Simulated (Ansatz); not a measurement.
Take SiS2 in the 2H-MoS2 type structure (space group P6_3/mmc, No. 194; a = 3.210 Å, c = 11.768 Å; a hypothetical phase, not in the database extracts checked; layered, stacked along the Cartesian z axis) as the base.

(Cell as relaxed with PBE-D3(BJ).)

Levels (all Ansatz, a program for electronic structure, PAW, earlier PAW set): PBE-D3(BJ) (420 eV, scalar-relativistic without spin-orbit coupling); r2SCAN+rVV10 (500 eV, without spin-orbit coupling).

Each level relaxes its own structure.

```json
[
 {"base": "volume per atom", "PBE-D3(BJ)": "17.50 Å³", "r2SCAN+rVV10": "18.24 Å³"},
 {"base": "lattice parameter a", "PBE-D3(BJ)": "3.210 Å", "r2SCAN+rVV10": "3.224 Å"},
 {"base": "band gap", "PBE-D3(BJ)": "zero", "r2SCAN+rVV10": "zero"}
]
```

Perturbation: a hydrostatic pressure of 4.5 GPa.

| quantity | PBE-D3(BJ) | r2SCAN+rVV10 |
|---|---|---|
| c/a ratio | 3.508 | 3.576 |
| shortest interatomic distance | 2.333 Å | 2.336 Å |
| band gap | zero | zero |

PBE-D3(BJ)'s c/a ratio lies 0.068 below r2SCAN+rVV10's; PBE-D3(BJ)'s shortest interatomic distance lies 0.003 Å below r2SCAN+rVV10's (0.1 %); the two agree on the band gap. Neither level is exact; r2SCAN+rVV10 is the comparison here, not a measurement.

Load acts through the strain it causes; cell and atoms are relaxed under it. Stability against distortions was not tested. All final runs are without spin polarisation. Gaps under 0.05 eV, about the width of the smearing, are given as zero. A zero or small gap of SiS2 can be the functional's error rather than a property of the material.
